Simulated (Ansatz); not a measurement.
## ZnSnN2 (Pna2₁, No. 33, 16 atoms in the cell; start mp-1029469): smallest direct gap on the k points sampled by level of theory

No measured value is used here.

```tsv
level (code)	value (eV)	cell (Å³/atom)
LDA (Ansatz)	?	12.99
PBE (Ansatz)	0.21	13.38
PBE-D3(BJ) (Ansatz)	0.17	13.57
r²SCAN (Ansatz)	0.51	13.38
r²SCAN+rVV10 (Ansatz)	0.51	13.36
HSE06 (Ansatz)	1.32	13.38
PBE0 (Ansatz)	?	13.38
```

Fill in the missing entries.


- LDA (Ansatz, a program for electronic structure), value (eV): 0.26
- PBE0 (Ansatz), value (eV): 1.95

Computed values are for a static lattice. Levels without +SOC have no spin–orbit coupling; where heavier elements are present it shifts gaps, mostly down, and can invert bands.  Values are at the PBEsol cell; LDA at the level's own relaxed cell; PBE-D3(BJ) at the level's own equilibrium cell; r²SCAN+rVV10 at the level's own relaxed cell. Cutoffs and k meshes differ between the levels. Ansatz's density-functional and Hartree–Fock values are scalar-relativistic unless marked +SOC, with PAW data made under PBE.

A start named mp-… is a Materials Project structure, which need not be a measured phase.
